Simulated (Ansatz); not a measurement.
# Short convergence ladders for LuF₃ (P3m1, 4 atoms in the cell)

```
LuF3
1.0
    3.82734     0.00000     0.00000
   -1.91367     3.31457     0.00000
    0.00000     0.00000     4.21981
Lu F
1 3
Cartesian
  0.00000   0.00000   2.15991
  0.00000   2.20972   2.57404
  1.91367   1.10486   1.64577
  0.00000   0.00000   0.00000
```

Base method: PBEsol, default PAW files made with PBE (plane waves; Ansatz, a quantum-chemistry and plane-wave program).

Base settings: basis.ecutwfc = 420 eV; kpoints.mp_grid.grid = 8 8 6; hamiltonian.xc = pbesol; hamiltonian.pseudopotentials = {kind: paw} (the program's default PAW files); scf.occupations.method = fixed.

The count of work is k-points × plane waves × bands × iterations; it is no time. Core times come from one kind of shared machine, to one figure; runs under 30 s give none.

**The cutoff for other potential files**

Level: DFT, PBEsol, plane waves, harder PAW files (source: ansatz) made with PBE.

In this ladder: hamiltonian.pseudopotentials = {kind: paw, source: ansatz}.

The second cell is the first with its lattice scaled by 0.98.

The mesh stays at the base's, so the ladder's end is converged at best in this setting alone.

The first pressure column holds Ansatz's estimate of the finite-basis (Pulay) stress, which hides part of the cutoff error; the other is without it.

Only quantities that move along the ladder and can be compared are tabulated.

| basis.ecutwfc | free energy less the last step's (meV/atom) | energy of the compressed cell less the first (meV/atom) | pressure (GPa) | pressure without the Pulay estimate (GPa) | largest difference of a force vector from the last step's (eV/Å) | count of work / last | core time / last (rough) |
|---|---|---|---|---|---|---|---|
| 470 eV | 2515.74 | 43.17 | 4.00 | -117.14 | 0.207 | 0.11 | – |
| 580 eV | 607.06 | 37.57 | 3.44 | -33.50 | 0.041 | 0.16 | – |
| 735 eV | 67.55 | 39.48 | 3.60 | -2.56 | 0.003 | 0.21 | – |
| 890 eV | 4.66 | 39.28 | 3.57 | 2.94 | 0.001 | 0.27 | – |
| 1050 eV | 0.41 | 39.28 | 3.57 | 3.56 | 0.000 | 0.35 | 0.3 |
| 1260 eV | 0.27 | 39.27 | 3.57 | 3.56 | 0.000 | 0.46 | 0.4 |
| 1575 eV | 0.15 | 39.27 | 3.57 | 3.56 | 0.000 | 0.65 | 0.7 |
| 2100 eV | 0.00 | 39.27 | 3.57 | 3.57 | 0.000 | 1.0 | 1 |

Coarsest basis.ecutwfc that holds the forces within 0.01 eV/Å of the last step, with all finer ones: 735 eV, at 0.21 of the last step's count of work; the step before is off by 0.041 eV/Å.

Coarsest basis.ecutwfc that holds the energy of the compressed cell less the first within 2 meV/atom of the last step, with all finer ones: 580 eV, at 0.16 of the last step's count of work; the step before is off by 3.9 meV/atom.

Coarsest basis.ecutwfc that holds the free energy within 1 meV/atom of the last step, with all finer ones: 1050 eV, at 0.35 of the last step's count of work and about 0.3 of the last step's time; the step before is off by 4.7 meV/atom.

The energy difference between the two cells stays within 1 meV/atom of the last step's from 735 eV on, the total only from 1050 eV on: much of the error is common to both cells and cancels.

At the lowest cutoff the pressure without the Pulay estimate lies 121 GPa under the last step's, the usual sign of Pulay stress in an incomplete plane-wave basis.

**The density cutoff**

The second cell is the first with its lattice scaled by 0.98.

The mesh stays at the base's, so the ladder's end is converged at best in this setting alone.

Only quantities that move along the ladder and can be compared are tabulated.

| basis.ecutrho_ratio | free energy less the last step's (meV/atom) | energy of the compressed cell less the first (meV/atom) | pressure (GPa) |
|---|---|---|---|
| 2 | -5.63 | 40.07 | 4.43 |
| 3 | 0.14 | 39.09 | 3.51 |
| 4 | 0.00 | 39.09 | 3.53 |
| 5 | 0.00 | 39.09 | 3.53 |
| 6 | 0.00 | 39.09 | 3.53 |
| 8 | 0.00 | 39.09 | 3.53 |
| 10 | 0.00 | 39.09 | 3.53 |
| 12 | 0.00 | 39.09 | 3.53 |
| 16 | 0.00 | 39.09 | 3.53 |

Coarsest basis.ecutrho_ratio that holds the pressure within 0.05 GPa of the last step, with all finer ones: 3; the step before is off by 0.90 GPa.

Coarsest basis.ecutrho_ratio that holds the free energy within 5 meV/atom of the last step, with all finer ones: 3; the step before is off by 5.6 meV/atom.

Coarsest basis.ecutrho_ratio that holds the energy of the compressed cell less the first within 0.5 meV/atom of the last step, with all finer ones: 3; the step before is off by 0.99 meV/atom.

The energy difference between the two cells stays within 1 meV/atom of the last step's from 2 on, the total only from 3 on: much of the error is common to both cells and cancels.

**The relaxed cell against the cutoff**

On LuF₃ (P-3m1, 4 atoms in the cell): atoms on their sites.

In this ladder: relax = cell and atoms.

The mesh stays at the base's, so the ladder's end is converged at best in this setting alone.

Only quantities that move along the ladder and can be compared are tabulated.

| basis.ecutwfc | relaxed volume (Å³/atom) | relaxation steps |
|---|---|---|
| 250 eV | 13.372 | 61 |
| 295 eV | 13.560 | 17 |
| 355 eV | 13.757 | 12 |
| 420 eV | 13.754 | 6 |
| 505 eV | 13.756 | 4 |
| 630 eV | 13.754 | 4 |
| 840 eV | 13.754 | 4 |

Coarsest basis.ecutwfc that holds the relaxed volume within 0.028 Å³/atom of the last step, with all finer ones: 355 eV; the step before is off by 0.19 Å³/atom.

At the lowest cutoff the cell relaxes to a volume 2.8 % smaller than at the highest. Ansatz relaxes on a stress corrected for the finite basis.

On the base run: the starting cell comes from a database of computed structures (which also holds hypothetical and non-ambient phases and stackings), without a prior relaxation at this level. Its lattice was rescaled by up to half a per cent. One atom was moved a little off its site on purpose.

Left out of this page: 1 run of the series failed or unconverged.

Keys are those of Ansatz 0.2.
